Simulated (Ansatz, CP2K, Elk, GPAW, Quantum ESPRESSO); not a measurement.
**One structure in several programs: TaAs (I4_1md, 4 atoms in the cell)**

Self-consistent single point, at a second geometry (lattice scaled by 0.98). First geometry:

```
CELL_PARAMETERS angstrom
     -1.74764     1.74764     5.95596
      1.74764    -1.74764     5.95596
      1.74764     1.74764    -5.95596
ATOMIC_POSITIONS crystal
  Ta 0.49997 0.99997 0.50000
  Ta 0.74997 0.74997 0.00000
  As 0.08263 0.58263 0.50000
  As 0.33263 0.33263 0.00000
```

Shared settings, as Ansatz (a first-principles code) writes them: kpoints.mp_grid.grid = 8 8 8; scf.occupations.method = fermi_dirac; scf.occupations.width = 0.1 eV. Potentials and cutoffs stand in the table.

| code | model | ΔF from the first geometry (meV/atom) | pressure (GPa) | largest force (eV/Å) | cutoff |
|---|---|---|---|---|---|
| Ansatz | PBE, PAW files | -2.0 | 5.28 | 0.034 | 420 eV |
| CP2K | PBE, GPW, DZVP-MOLOPT-SR-GTH basis, GTH-PBE potentials (GTH_POTENTIALS) | -0.9 | 5.50 | 0.026 | grid 500 Ry |
| Elk | PBE, all-electron FP-LAPW, Elk's shipped species files, APW+lo basis with extra local orbitals | 6.6 | – | – | rgkmax 7.5 |
| GPAW | PBE, GPAW PAW datasets PBE (gpaw-data 1.0.1) | 1.4 | 5.90 | 0.034 | 550 eV |
| Quantum ESPRESSO | PBE, SSSP 1.1.2 efficiency (PBE) pseudopotentials | 1.4 | 4.89 | 0.028 | 40 Ry |

For Quantum ESPRESSO (by 1.0 GPa) the energy change implies a higher mean pressure, against the two pressures, than for the other programs: a sign of finite-basis (Pulay) stress.

A dash marks a value that a program does not give, or that is left out as unsure.

On Ansatz's run: spin-orbit coupling is off. Spin polarisation is off.

The spread over the programs that give each value: ΔF from the first geometry within 8.6 meV/atom; pressure within 1.01 GPa; largest force within 0.008 eV/Å.

CP2K uses small atom-centred bases, whose incompleteness enters pressures, forces and empty levels differently from a plane-wave cutoff. Elk treats all electrons, but the usual bases taken here (sphere radii, linearisation, local orbitals, empty states) were not tested for convergence, so the values are no reference for the others. Ansatz's pressure is given at a fixed set of plane waves, as the other plane-wave codes print theirs; with its correction for the finite basis it is 5.32 GPa.

The starting cell comes from a database of computed structures (which also holds hypothetical and non-ambient phases and stackings), without a prior relaxation at this level. Its lattice was rescaled by a random factor within 2.5 % of one. For this run, on top of that: lattice scaled by 0.98.

Left out of this page: FLEUR (with a known weakness of the program); SIESTA (unsound by tests on forces, stress, charge or solver warnings).

Keys are those of Ansatz 0.2.
